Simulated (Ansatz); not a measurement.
## Response to strain in Ag

The parent structure is Ag in the fcc (Cu type) structure (space group Fm-3m, No. 225; relaxed with 0.1 eV smearing).

```xyz
1
Lattice="0.0000 2.0269 2.0269 2.0269 0.0000 2.0269 2.0269 2.0269 0.0000" Properties=species:S:1:pos:R:3 pbc="T T T"
Ag     0.0000     0.0000     0.0000
```

Cartesian axes are those of the cell as printed.

Strains are applied to the cell and any free atomic positions relax; under biaxial strain the out-of-plane vector relaxes too.

Method: PBEsol/PAW in Ansatz (a quantum-chemistry and plane-wave program), scalar-relativistic without spin-orbit coupling.

Candidates:
(a) biaxial strain +2.08 %, plane normal [111], relaxed out of plane
(b) biaxial strain −0.42 %, plane normal [111], relaxed out of plane
(c) biaxial strain +2.50 %, plane normal [111], relaxed out of plane

**Question.** Order them by out-of-plane strain, highest first.

**Answer.** (b) biaxial strain −0.42 %, plane normal [111], relaxed out of plane (+0.36 %), (a) biaxial strain +2.08 %, plane normal [111], relaxed out of plane (-1.78 %), (c) biaxial strain +2.50 %, plane normal [111], relaxed out of plane (-2.16 %)

Stability against distortions was not tested.
